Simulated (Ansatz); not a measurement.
Point defect Se vacancy + 1 H in zinc-blende ZnSe

Level of theory: PBE, PAW (plane waves to 420 eV; Ansatz, a program for electronic structure). A supercell of 64 sites (2×2×2 repeats of a cell of 8 atoms) was used; the energies come from a 2×2×2 shifted sampling of its zone. Sites at the start: the Se site; 1 H on the vacancy's neighbours. Finite-size correction: monopole term and site-potential alignment. Dielectric constants: PBE linear response of the host. Host gap at this level: 1.15 eV. A cell of this size leaves errors of a few tenths of an eV. The semilocal functional narrows the gap, so deep levels can fall outside it. Spin–orbit coupling is left out. Each state is the lowest found from its start.

The name describes the start; the neighbours show where the atoms ended.

Charges with a result: +1, 0, −1. Others weren't obtained, and one of them could lie lower, also by skipping a charge.

| charge | moment (μB) | largest move off a lattice site (Å) | neighbours of the last H atom of the defect at the end (Å) | image correction with alignment (eV) |
|---|---|---|---|---|
| +1 | not spin-polarised | 0.46 | Zn 1.60, Zn 3.15, Zn 3.15, Zn 3.17 | -0.06 |
| 0* | quenched | 0.54 | Zn 1.78, Zn 1.78 | – |
| −1† | not spin-polarised | 0.80 | Zn 1.75, Zn 1.75, Zn 3.10, Zn 3.10 | 0.33 |

* At this level the carrier isn't localised at the defect: at charge 0 electrons occupy the conduction band. Such a state is shallow or no state of the defect, and this cell gives it no level.

† Not settled in this cell, so no level is given: charge −1: level within 0.1 eV of a band edge or past it.

Starting moments that weren't kept: charge 0 began with 1 μB and ended with 0.0.

Flagged in the runs: a strain field that reaches the edge of the cell.
